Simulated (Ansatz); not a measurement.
Start from Au in the fcc (Cu type) structure (space group Fm-3m, No. 225; a = 4.083 Å).

One thing is altered: Cu replaces 50.0 % of the Au, ordered in a cell of 4 atoms (starting symmetry I4_1/amd) and fully relaxed.

The other end (x = 1) is Cu in the fcc (Cu type) structure (space group Fm-3m, No. 225): 11.32 Å³/atom, gap zero.

Levels (all Ansatz, a program for electronic structure, PAW): PBEsol (420 eV, no spin-orbit coupling); PBEsol+SOC (420 eV, with spin-orbit coupling).

The geometry is relaxed with PBEsol.

* **PBEsol pressure**: 0.0 GPa

Problem. How does going to PBEsol+SOC change the pressure?

Solution. The pressure goes from zero to -1.0 GPa.

Single points use the geometry relaxed with PBEsol. The spin-orbit shifts are approximate. These are small ordered cells, not random alloys; other orderings at the same x differ. No phonon test of stability was made. The runs without spin-orbit coupling are not spin-polarised.
